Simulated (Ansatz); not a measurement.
Consider CdO in the rock salt structure (space group Fm-3m, No. 225; a = 4.690 Å).

The other end (x = 1) is FeO in the rock salt structure (space group Fm-3m, No. 225; ferromagnetic): 9.57 Å³/atom, gap zero.

Computed with PBEsol, PAW, 420 eV (Ansatz, a first-principles code; no SOC).

Fe replaces a fraction x of Cd; each row is one arrangement (x, atoms in the cell, starting space group or random), fully relaxed.

One change was made to it. Results:

The magnetic state becomes ferromagnetic (base: not spin-polarised); the mixing energy comes out as +0.13 eV/atom (to 0.01 eV only: unlike meshes or grids); the mean first-shell distances amounts to Cd–O 2.233 Å (end compound 2.345 Å), Fe–O 2.180 Å (end compound 2.123 Å).

Problem. What was done to the base?
(A) x(Fe) = 0.333, 6 atoms, P-3m1
(B) x(Fe) = 0.75, 8 atoms, I4/mmm
(C) x(Fe) = 0.25, 8 atoms, Cmmm

Solution. B, x(Fe) = 0.75, 8 atoms, I4/mmm. For comparison, the mixing energy in the other runs: x(Fe) = 0.25, 8 atoms, Cmmm gives +0.06 eV/atom; x(Fe) = 0.333, 6 atoms, P-3m1 gives +0.05 eV/atom.

Each cell is one ordered arrangement of few atoms, which overstates ordering effects compared with a random alloy. No phonon test of stability was made. No Hubbard U is applied and the magnetic state is the run's own (CdFe3O4 ferromagnetic; FeO ferromagnetic; Cd3FeO4 ferromagnetic; Cd2FeO3 ferromagnetic); small cells can't hold the antiferromagnetic order that many such compounds have, so gaps and moments can be off. Spin-polarised in the final run: CdFe3O4, FeO, Cd3FeO4 and Cd2FeO3; the other runs are not. In its common phase, real FeO is an antiferromagnetic insulator at low temperature. A zero or small gap of CdO can be the functional's error rather than a property of the material.
